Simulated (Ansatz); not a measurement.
SrO (Fm-3m), Ansatz (a quantum-chemistry and plane-wave program) with r2SCAN, rigid bands: N_v = 2.88e20 cm⁻³ at 300 K and a hole conductivity mass of 1.39 mₑ.

Problem. For 1e17 holes per cm³ at 300 K, place the Fermi level, estimate the Seebeck coefficient of a parabolic band with constant τ, and give mobility and conductivity for τ = 10 fs.

Solution. The level lies k_BT ln(N_v/p) = 0.206 eV above the valence-band maximum. S ≈ +(k_B/e)[ln(N_v/p) + 5/2] = 902 μV/K, against 938 μV/K from the full bands (mean over directions). μ = eτ/m = 12.7 cm²/(V·s) and σ = peμ = 0.203 S/cm. τ is assumed, not computed.

Band transport and this doping are assumed; polarons and phonon drag are left out. Spin-orbit coupling is left out; where it splits the top of the valence band, N_v and the p-type Seebeck coefficient come out somewhat high without it. Geometry: cell and atoms relaxed with PBEsol.
